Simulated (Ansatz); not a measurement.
Functionals compared on the (332) surface of silicon in its 1x1 cell, relaxed from an ideal cut (the real face may reconstruct), outermost plane spacing 0.58 Å in the ideal cut (in the relaxation 2 Si–Si bonds formed; like top atoms buckled by 0.3 Å), in Ansatz (plane waves, PAW). The structure was relaxed with PBE; the other rows are single points on it, each with its references at the same level. Cutoff 420 eV (500 eV for r2SCAN).

Set-up: 40 atoms, 11.1 Å thick at the start; mesh 7x2x1; 0.025 eV smearing; dipole correction on; all atoms relaxed; start symmetry kept, larger cells not searched; no spin (no spin-polarised run to compare, though such a face may carry moments), no spin-orbit, no U. The slab shows no gap on its mesh. These notes are the PBE run's.

```tsv
functional	surface energy (J/m²)	work function of the top face (eV)	ionisation potential (eV)	rough cost of the single point
PBE	1.53	4.95	4.87	–
LDA	1.69	5.11	4.99	around 80 core-seconds (rough)
PBEsol	1.61	4.98	4.86	around 80 core-seconds (rough)
RPBE	1.44	4.89	4.83	about 80 core-seconds (a rough figure)
r2SCAN	1.77	5.10	5.09	very roughly 2.6 core-minutes
```

Ansatz is a first-principles code.
